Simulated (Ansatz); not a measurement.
The starting structures come from a database of crystals and need not be the phases stable at ambient conditions.

The decay constant κ of evanescent states in the gap governs leakage through a thin film.

Here is the system:

```
InTlSe2
1.0
    6.63898     0.02218     0.00000
   -3.10683     5.86721     0.00000
    1.76608     2.94470     5.68210
Tl In Se
2 2 4
Cartesian
  0.88304   1.47235   0.00000
  2.64911   4.41705   0.00000
  5.08557   2.95579   2.84105
  0.21266   5.87830   2.84105
  2.48735   2.51211   2.84105
  2.81088   6.32198   2.84105
 -0.67038   4.40595   0.84105
  5.96860   4.42814   4.84105
```

Space group of this cell: I4/mcm. The cell was relaxed by PBE-D3(BJ); by PBEsol its mean pressure is -0.9 GPa.

Transport runs along the normal of the first two printed cell vectors, the (110) plane of the conventional cell.

No gap correction and no spin-orbit coupling; mid-gap values are interpolated between computed energies.

Problem. Predict the band gap and the smallest decay constant κ at mid-gap from PBEsol in Ansatz (a program for electronic structure).

Solution. Gap 0.46 eV on a 6×6×6 mesh; κ = 0.118 1/Å, at (0.500, 0.500) of the in-plane reciprocal vectors. At the zone centre, at the nearest computed energy, the slowest state has κ = 0.18 1/Å.
